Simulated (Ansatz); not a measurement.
Inside the gap of an insulator the Bloch states are evanescent, with a wavenumber k + iκ along the transport direction.

Given:

```
GaN
1.0
    3.18693     0.00000     0.00000
    0.00000     4.50700     0.00000
    1.59347    -2.25350     1.59347
Ga N
1 1
Direct
  0.00000   0.00000   0.00000
  0.50000   0.75000   0.00000
```

The cell is taken as given; by r2SCAN it stands under a pressure of -1.2 GPa.

Transport runs along the normal of the first two printed cell vectors, the (110) plane of the conventional cell.

The gap is the functional's own. No spin-orbit coupling. Mid-gap values are those at the computed energy nearest the middle.

Task: Predict the band gap and the smallest decay constant κ at mid-gap from r2SCAN (Ansatz, a quantum-chemistry and plane-wave program).

Result: Gap 2.13 eV on a 18×18×18 mesh; κ = 0.148 1/Å, at the zone centre.
